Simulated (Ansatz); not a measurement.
Subject: the formation energy of Zn_Cu in Cu (fcc, Fm-3m). Reaction: Zn (hcp) + 31 Cu (fcc) → cell A.

Cell A: a supercell of 32 sites of Cu (fcc, Fm-3m) with Zn on a Cu site (12 Cu at 2.58 Å); spin state with PBE: run without spin, k-point mesh 5×5×5.
```
Cu31Zn
1.0
    7.25795     0.00000     0.00000
    0.00000     7.25795     0.00000
    0.00000     0.00000     7.25795
Zn Cu
1 31
Cartesian
  0.00000   0.00000   0.00000
  0.00000   1.82446   1.82446
  1.82446   0.00000   1.82446
  1.82446   1.82446   0.00000
  0.00000   0.00000   3.62897
  0.00000   1.82446   5.43348
  1.82446   0.00000   5.43348
  1.81601   1.81601   3.62897
  0.00000   3.62897   0.00000
  0.00000   5.43348   1.82446
  1.81601   3.62897   1.81601
  1.82446   5.43348   0.00000
  0.00000   3.62897   3.62897
  0.00000   5.43348   5.43348
  1.81601   3.62897   5.44194
  1.81601   5.44194   3.62897
  3.62897   0.00000   0.00000
  3.62897   1.81601   1.81601
  5.43348   0.00000   1.82446
  5.43348   1.82446   0.00000
  3.62897   0.00000   3.62897
  3.62897   1.81601   5.44194
  5.43348   0.00000   5.43348
  5.44194   1.81601   3.62897
  3.62897   3.62897   0.00000
  3.62897   5.44194   1.81601
  5.44194   3.62897   1.81601
  5.43348   5.43348   0.00000
  3.62897   3.62897   3.62897
  3.62897   5.44194   5.44194
  5.44194   3.62897   5.44194
  5.44194   5.44194   3.62897
```

Reference: Zn (hcp, P6₃/mmc), 2 atoms in the cell, k-point mesh 30×30×12 on the run's own vectors. Conventional cell: a = b = 2.6458 Å, c = 5.0292 Å, α = β = 90.00°, γ = 120.00°.

Reference: Cu (fcc, Fm-3m), 32 atoms in the cell, the relaxed perfect crystal repeated, atoms not moved again; spin state with PBE: run without spin, k-point mesh 5×5×5 on the run's own vectors.

All numbers come from Ansatz (a program for electronic structure), plane waves with PAW, its PAW set soft_1, cutoff 420 eV, 500 eV for r2SCAN. The structures are at rest with PBE, within the held lattices; other levels are single points on them. Neutral cells; Fermi-Dirac smearing of at most 0.10 eV in the solids, energies taken to zero width. The lattices are those relaxed with PBE, so at other levels the solids can be strained, which adds to the spread. Larger cells are relaxed from a start prepared with the learned potential CHGNet, on a coarser mesh till forces fall under 0.03 eV/Å, which some starts already meet. A dispersion term (D3(BJ), or D4 for r2SCAN) was computed beside these levels and is taken off wherever the name lacks it. Nuclei at rest; no vibrational terms. Cells are local rest points, mostly with their start's symmetry. No correction for cell size. Mesh and cell size may move defect energies by 0.1 eV or more. Cell A has symmetry Pm-3m within 0.02 Å and got no random move, so less symmetric positions, which may lie lower, weren't tried.

Q: Estimate the value that PBE returns for this input.

A: -0.31 eV, for Zn (hcp) + 31 Cu (fcc) → cell A.

Q: List the value at the remaining levels and say how far they part.

A: 
```tsv
Functional	value (eV)	less PBE
r2SCAN	-0.42	-0.11
```

The levels shown span 0.11 eV, from r2SCAN (-0.42) to PBE (-0.31).
